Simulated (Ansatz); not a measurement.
**A computed series for K2S: response to strain**

Base system: K₂S in the anti-fluorite structure (space group Fm-3m, No. 225; a = 7.336 Å). Axes: x, y, z lie along the cube axes.

Strains are applied to the cell and any free atomic positions relax; under biaxial strain the out-of-plane vector relaxes too.

Calculations: plane-wave PAW DFT at the PBEsol level (Ansatz, an electronic-structure program, 420 eV), without spin-orbit coupling.

Candidates:
(a) biaxial strain +2.50 %, plane normal [111], relaxed out of plane
(b) biaxial strain −2.50 %, plane normal [111], relaxed out of plane
(c) biaxial strain −1.67 %, plane normal [111], relaxed out of plane
(d) biaxial strain +0.83 %, plane normal [111], relaxed out of plane

Problem. Order them by out-of-plane strain, highest first.

Solution. (b) biaxial strain −2.50 %, plane normal [111], relaxed out of plane (+2.31 %), (c) biaxial strain −1.67 %, plane normal [111], relaxed out of plane (+1.51 %), (d) biaxial strain +0.83 %, plane normal [111], relaxed out of plane (-0.69 %), (a) biaxial strain +2.50 %, plane normal [111], relaxed out of plane (-2.09 %)

Whether these cells are dynamically stable was not tested.
